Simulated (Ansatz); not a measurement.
**How far to go with the k-point mesh: TiCd (P4mm, 4 atoms in the cell)**

```xyz
4
Lattice="2.9025 0.0000 0.0000 0.0000 2.9025 0.0000 0.0000 0.0000 9.0593" Properties=species:S:1:pos:R:3 pbc="T T T"
Ti     0.0000     1.4513     3.5946
Ti     1.4513     0.0000     5.5146
Cd     0.0000     1.4513     7.8514
Cd     1.4513     0.0000     1.2079
```

Computed with PBEsol, default PAW files made with PBE (plane waves; Ansatz, a first-principles code).

Base settings: basis.ecutwfc = 420 eV; kpoints.mp_grid.grid = 11 11 4; hamiltonian.xc = pbesol; hamiltonian.pseudopotentials = {kind: paw} (the program's default PAW files); scf.occupations.method = fermi_dirac; scf.occupations.width = 0.1 eV.

Only quantities that move along the ladder and can be compared are tabulated.

The count of work is k-points × plane waves × bands × iterations; it is no time. 

The starting cell comes from a database of computed structures (which also holds hypothetical and non-ambient phases and stackings), without a prior relaxation at this level. Its lattice was rescaled by up to half a per cent. One atom was moved a little off its site on purpose. Spin polarisation is off. In the base run, with a pressure of about -4 GPa the cell is away from its equilibrium volume at this level. Ansatz's pressure includes its estimate of the finite-basis (Pulay) stress.

```csv
kpoints.mp_grid.grid,free energy less the last step's (meV/atom),pressure (GPa),largest difference of a force vector from the last step's (eV/Å),count of work / last
2 2 1,56.97,-4.38,1.111,0.0047
3 3 1,-89.19,-5.25,0.942,0.0037
4 4 2,-29.94,-3.92,0.162,0.017
5 5 2,14.96,-3.46,0.053,0.015
6 6 2,0.19,-3.65,0.025,0.025
7 7 2,-4.45,-3.71,0.058,0.025
7 7 3,-2.22,-3.69,0.030,0.025
8 8 3,5.17,-3.68,0.006,0.037
9 9 3,-0.72,-3.68,0.031,0.037
10 10 3,-0.54,-3.70,0.026,0.051
11 11 4,1.52,-3.68,0.023,0.077
12 12 4,-1.23,-3.72,0.004,0.10
13 13 5,0.13,-3.70,0.010,0.10
15 15 5,-0.56,-3.70,0.005,0.13
18 18 6,-0.23,-3.70,0.002,0.27
22 22 7,0.07,-3.70,0.001,0.38
27 27 9,0.00,-3.70,0.000,0.64
30 30 10,0.00,-3.70,0.000,1.0
```

Coarsest kpoints.mp_grid.grid that holds the free energy within 1 meV/atom of the last step, with all finer ones: 13 13 5, at 0.10 of the last step's count of work; the step before is off by 1.2 meV/atom.

Coarsest kpoints.mp_grid.grid that holds the forces within 0.02 eV/Å of the last step, with all finer ones: 12 12 4, at 0.10 of the last step's count of work; the step before is off by 0.023 eV/Å.

Coarsest kpoints.mp_grid.grid that holds the pressure within 0.5 GPa of the last step, with all finer ones: 4 4 2, at 0.017 of the last step's count of work; the step before is off by 1.5 GPa.

Keys are those of Ansatz 0.2.
